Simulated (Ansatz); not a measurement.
Here is the system:

```
CELL_PARAMETERS angstrom
      3.77607     0.00000     0.00000
      1.88803     3.27017     0.00000
      0.00000     0.00000     6.37130
ATOMIC_POSITIONS crystal
  Zn 0.33333 0.33333 0.00285
  Zn 0.66667 0.66667 0.50285
  S  0.33333 0.33333 0.37215
  S  0.66667 0.66667 0.87215
```

No spin polarisation.

Calculations: PBE (Ansatz, a quantum-chemistry and plane-wave program, PAW, scalar-relativistic without spin-orbit coupling). k-mesh 10×10×5 (Γ-centred); smearing 0.05 eV (Fermi–Dirac).

Question: Predict the in-plane stress, valence-band top at Γ, gap character and space group.

Answer: The mean in-plane stress (compression positive) is +2.7 GPa and the valence-band top at Γ (three highest levels, from the VBM) is 0.00, 0.00, -0.23 eV. The gap character is direct at Γ and the space group comes out as P6_3mc (No. 186).

The cells carry an imposed strain or load. Whether these cells are dynamically stable was not tested. The cell was made from ZnS in the wurtzite structure (space group P6_3mc, No. 186) by this change: biaxial strain −1.80 %, plane normal [001], relaxed out of plane.
